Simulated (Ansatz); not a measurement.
Consider LiCl in the rock salt structure (space group Fm-3m, No. 225; a = 5.064 Å).

It is then changed as follows: a negative pressure, −2 GPa.

The values are results of PBEsol in Ansatz (plane waves to 420 eV, PAW, spin-orbit coupling left out), not measurements.

Base, band edges from the VBM (valence, conduction): X -1.20, 7.78; W -1.15, 9.52; L -0.28, 6.58; Γ 0.00, 6.35; K -0.91, 7.91; U -0.91, 7.91 eV.

### Question
Give the band edges at the high-symmetry points of the new zone, measured from its valence-band maximum.

### Answer
| point | valence edge (eV) | conduction edge (eV) |
|---|---|---|
| Γ | 0.00 | 5.97 |
| X | -1.08 | 7.65 |
| U | -0.81 | 7.86 |
| K | -0.81 | 7.86 |
| L | -0.25 | 6.52 |
| W | -1.04 | 9.28 |

The gap is 5.97 eV, direct at Γ.

Load acts through the strain it causes; cell and atoms are relaxed under it. Whether these cells are dynamically stable was not tested.

Ansatz is a quantum-chemistry and plane-wave program.
